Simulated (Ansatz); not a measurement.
**Short convergence ladders for Ag (P6_3/mmc, 2 atoms in the cell)**

```yaml
crystal:
  lattice:
    - [2.90769, 0.00000, 0.00000]
    - [-1.45384, 2.51813, 0.00000]
    - [0.00000, 0.00000, 4.67815]
  atoms:
    - { symbol: Ag, position: [0.33333, 0.66667, 0.25000] }
    - { symbol: Ag, position: [0.66667, 0.33333, 0.75000] }
```

Base method: LDA (PW92), default PAW files made with PBE (plane waves; Ansatz, a quantum-chemistry and plane-wave program).

Base settings: basis.ecutwfc = 30.9 Ry; kpoints.mp_grid.grid = 13 13 7; hamiltonian.xc = lda; hamiltonian.pseudopotentials = {kind: paw} (the program's default PAW files); scf.occupations.method = gaussian; scf.occupations.width = 0.0073 Ry.

Core times come from one kind of shared machine, to one figure; runs under 30 s give none.

**Zone-centre phonons against the cutoff**

In this ladder: phonons.method = dfpt.

The mesh stays at the base's, so the ladder's end is converged at best in this setting alone.

Frequencies are those of the unrelaxed cell, without the LO-TO term of polar crystals.

Only quantities that move along the ladder and can be compared are tabulated.

| basis.ecutwfc | highest zone-centre frequency (cm⁻¹) |
|---|---|
| 15.4 Ry | 0.0 |
| 18.4 Ry | 198.9 |
| 21.7 Ry | 165.5 |
| 26.1 Ry | 161.6 |
| 30.9 Ry | 161.9 |
| 37.1 Ry | 161.9 |
| 46.3 Ry | 161.9 |

Coarsest basis.ecutwfc that holds the highest zone-centre frequency within 5 cm⁻¹ of the last step, with all finer ones: 21.7 Ry; the step before is off by 37 cm⁻¹.

**The q mesh of the phonons**

In this ladder: kpoints.mp_grid.grid = 12 12 12; phonons.method = dfpt.

Only quantities that move along the ladder and can be compared are tabulated.

Thermal sums run over frequencies interpolated from this q mesh.

| phonons.qmesh | zero-point energy (meV/atom) | vibrational free energy at 300 K (meV/atom) | core time / last (rough) |
|---|---|---|---|
| 1 1 1 | 12.70 | -95.67 | 0.1 |
| 2 2 2 | 18.58 | -60.68 | 0.5 |
| 3 3 3 | 18.53 | -60.64 | 1 |

Coarsest phonons.qmesh that holds the vibrational free energy at 300 K within 2 meV/atom of the last step, with all finer ones: 2 2 2; the step before is off by 35 meV/atom.

Coarsest phonons.qmesh that holds the zero-point energy within 1 meV/atom of the last step, with all finer ones: 2 2 2; the step before is off by 5.8 meV/atom.

On the base run: the starting cell comes from a database of computed structures (which also holds hypothetical and non-ambient phases and stackings), without a prior relaxation at this level. Its lattice was rescaled by up to half a per cent. In the base run, with a pressure of about -8 GPa the cell is away from its equilibrium volume at this level.

Keys are those of Ansatz 0.2.
